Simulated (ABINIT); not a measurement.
A self-consistent single point of CaSe (Fm-3m, 2 atoms in the cell) with ABINIT.

Method of the run: PBE, norm-conserving pseudopotentials (PseudoDojo nc-sr-05 PBE standard) (plane waves; ABINIT).

The change in words: lattice scaled by 0.98. Reference geometry:
```
CELL_PARAMETERS angstrom
      0.00000     3.04004     3.04004
      3.04004     0.00000     3.04004
      3.04004     3.04004     0.00000
ATOMIC_POSITIONS crystal
  Ca 0.00000 0.00000 0.00000
  Se 0.50000 0.50000 0.50000
```

Reference input (self-consistent single point, DFT, PBE, plane waves, norm-conserving pseudopotentials (PseudoDojo nc-sr-05 PBE standard)): pseudos = [Ca.upf, Se.upf]; ecut = 43 Ha; ixc = 11; occopt = 1; ngkpt = 6 6 6; nshiftk = 1; shiftk = 0 0 0; potentials = PseudoDojo nc-sr-05 PBE standard; nband = 15; kptopt = 1; nstep = 80; tolvrs = 1e-10. This run's input differs from it in these lines:

```diff
@@ -5,5 +5,5 @@
 rprim
-         0.0000000000    5.7448448976    5.7448448976
-         5.7448448976    0.0000000000    5.7448448976
-         5.7448448976    5.7448448976    0.0000000000
+        -0.0000000000    5.6299476595    5.6299476595
+         5.6299476595   -0.0000000000    5.6299476595
+         5.6299476595    5.6299476595   -0.0000000000
 natom 2
```

Log, with long lists cut:

```
--- !BeginCycle
solver: {iscf: 7, nstep: 80, nline: 4, wfoptalg: 0, }
tolerances: {tolvrs: 1.00E-10, }
...

     iter   Etot(hartree)      deltaE(h)  residm     vres2
 ETOT  1  -158.70206913466    -1.587E+02 2.161E+00 1.047E+02
 ETOT  2  -160.05883752684    -1.357E+00 2.827E-02 4.180E+02
 ETOT  3  -160.08678190562    -2.794E-02 2.076E-02 1.169E+02
 ETOT  4  -160.09758237030    -1.080E-02 1.642E-02 2.216E+00
 ETOT  5  -160.09785940243    -2.770E-04 4.599E-03 2.056E-02
   [... 3 lines left out ...]
 ETOT  9  -160.09786496810    -3.372E-09 5.213E-04 4.992E-06
 ETOT 10  -160.09786496862    -5.195E-10 2.840E-04 4.527E-08
 ETOT 11  -160.09786496863    -7.219E-12 6.569E-04 1.244E-08
 ETOT 12  -160.09786496863    -3.865E-12 3.701E-04 3.708E-11
 At SCF step   12       vres2   =  3.71E-11 < tolvrs=  1.00E-10 =>converged.

 Cartesian components of stress tensor (hartree/bohr^3)
  sigma(1 1)=  1.44114146E-06  sigma(3 2)=  0.00000000E+00
  sigma(2 2)=  1.44114146E-06  sigma(3 1)=  0.00000000E+00
  sigma(3 3)=  1.44114146E-06  sigma(2 1)=  0.00000000E+00

 ----iterations are completed or convergence reached----

 reduced coordinates (array xred) for    2 atoms
       0.000000000000      0.000000000000      0.000000000000
       0.500000000000      0.500000000000      0.500000000000
 cartesian forces (eV/Angstrom) at end:
    1     -0.00000000000000    -0.00000000000000    -0.00000000000000
    2     -0.00000000000000    -0.00000000000000    -0.00000000000000
 frms,max,avg= 0.0000000E+00 0.0000000E+00   0.000E+00  0.000E+00  0.000E+00 e/A
   [... lines left out ...]
 Fermi (or HOMO) energy (hartree) =   0.14506   Average Vxc (hartree)=  -0.34646
 Fermi (or HOMO) energy (eV) =   3.94723   Average Vxc (eV)=  -9.42774
   [... lines left out ...]
total_energy        : -1.60097864968633E+02
total_energy_eV     : -4.35648445882791E+03
band_energy         : -2.17948020869579E+01
...

-Cartesian components of stress tensor (GPa)         [Pressure= -4.2400E-02 GPa]
- sigma(1 1)=  4.23998385E-02  sigma(3 2)=  0.00000000E+00
- sigma(2 2)=  4.23998385E-02  sigma(3 1)=  0.00000000E+00
- sigma(3 3)=  4.23998385E-02  sigma(2 1)=  0.00000000E+00

 Calculation completed.
```

The run converged in 12 iterations. Against the reference run the free energy drops by 14.2 meV/atom, the pressure goes from -2.60 to -0.04 GPa and the gap on the mesh goes from 2.205 to 2.083 eV.

The starting cell comes from a database of computed structures (which also holds hypothetical and non-ambient phases and stackings), without a prior relaxation at this level. Its lattice was rescaled by a random factor within 2.5 % of one. For this run, on top of that: lattice scaled by 0.98.

Cost on one core of a shared machine: roughly 50 s.
